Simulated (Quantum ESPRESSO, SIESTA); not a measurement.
One structure in several programs: Rb₂MnF₅ (P4/mmm, 8 atoms in the cell)

Self-consistent single point.

```
CELL_PARAMETERS angstrom
      5.98546     0.00000     0.00000
      0.00000     5.98546     0.00000
      0.00000     0.00000     4.16372
ATOMIC_POSITIONS crystal
  Rb 0.00000 0.50000 0.50000
  Rb 0.50000 0.00000 0.50000
  Mn 0.00000 0.00000 0.00000
  F  0.00000 0.00000 0.50000
  F  0.77948 0.77948 0.00000
  F  0.22052 0.22052 0.00000
  F  0.22052 0.77948 0.00000
  F  0.77948 0.22052 0.00000
```
Moments meant for the start (each program seeds them in its own way; μB, in the order of the atoms Rb Rb Mn F F F F F): 0.0 0.0 4.0 0.0 0.0 0.0 0.0 0.0.

Shared settings, as Quantum ESPRESSO writes them: occupations = smearing; smearing = fd; degauss = 0.0036749 Ry; nspin = 2; K_POINTS = automatic 3 3 4 0 0 0. Potentials and cutoffs stand in the table.

```json
[
 {"code": "Quantum ESPRESSO", "model": "PBEsol+U, GBRV 1.5 ultrasoft (PBESOL) pseudopotentials", "pressure (GPa)": "-0.09", "largest force (eV/Å)": "0.088", "gap on the mesh (eV)": "0.493", "size of the net moment (μB/atom)": "0.50", "cutoff": "50 Ry"},
 {"code": "SIESTA", "model": "GGA PBEsol+U, numerical atomic orbitals DZP, PseudoDojo PBEsol standard norm-conserving potentials (rewritten from UPF to PSML)", "pressure (GPa)": "-0.45", "largest force (eV/Å)": "0.023", "gap on the mesh (eV)": "0.403", "size of the net moment (μB/atom)": "0.50", "cutoff": "grid 350 Ry"}
]
```

Hubbard term: ortho-atomic; U Mn-3d 1 eV.

Gaps are read on the mesh.

On Quantum ESPRESSO's run: with one magnetic atom in the cell only a parallel order is possible. With U or open f shells several self-consistent states can exist.

The spread over the programs that give each value: pressure within 0.36 GPa; largest force within 0.065 eV/Å; gap on the mesh within 0.090 eV; size of the net moment within 0.00 μB/atom.

SIESTA uses small atom-centred bases, whose incompleteness enters pressures, forces and empty levels differently from a plane-wave cutoff. The same U acts on different projectors in each program, which moves gaps, moments and pressures.

The starting cell comes from a database of computed structures (which also holds hypothetical and non-ambient phases and stackings), without a prior relaxation at this level.

Left out of this page: Ansatz (with a known weakness of the program).
